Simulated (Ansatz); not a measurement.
HfPt (Cmcm, No. 63; cell taken from a computed entry) was calculated with LDA (Ansatz, an electronic-structure program, plane waves, PAW).

Settings: plane-wave cutoff 520 eV, 18×18×14 k mesh (along the axes of the cell as run), Fermi–Dirac smearing 0.05 eV, scalar-relativistic PAW data made under PBE.

Computed at the level's own relaxed cell.

**Question.** What does this level give for the bulk modulus?

**Answer.** 
bulk modulus: 199 GPa

The run finds no gap.

Note: the bulk modulus is −V dP/dV from two relaxed cells at ±2 % in volume; the relaxation could not lower the start's symmetry, so the cell can be a saddle point above a distorted one.

Spin–orbit coupling is not included.
